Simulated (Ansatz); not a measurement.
The starting structures come from a database of crystals and need not be the phases stable at ambient conditions.

 Where the default PAW files enter, the runs use the earlier of Ansatz's two default sets.

Input:

```xyz
10
Lattice="6.1922 0.0000 0.0000 -3.0961 5.3626 0.0000 3.0961 1.7875 5.0559" Properties=species:S:1:pos:R:3 pbc="T T T"
K      0.0000     3.5751     2.5280
Rb     3.0961     1.7875     1.2640
Rb     3.0961     5.3626     3.7919
Ga     0.0000     0.0000     0.0000
F      0.0000     5.6017     3.9610
F      0.0000     1.5484     1.0949
F     -1.7551     4.5884     1.0949
F      1.7551     2.5618     3.9610
F      4.4371     2.5618     3.9610
F      1.7551     4.5884     1.0949
```

Space group of this cell: Fm-3m. The cell is taken as given.

Transport runs along the normal of the first two printed cell vectors, the (111) plane of the conventional cell.

The gap is the functional's own, uncorrected, and κ follows it; spin-orbit coupling is left out. Mid-gap values are interpolated between the computed energies.

Question: Estimate the band gap and the smallest decay constant κ at mid-gap that r2SCAN in Ansatz (a program for electronic structure) returns for this system.

Answer: Gap 7.18 eV on a 8×8×8 mesh; κ = 0.531 1/Å, at the zone centre.
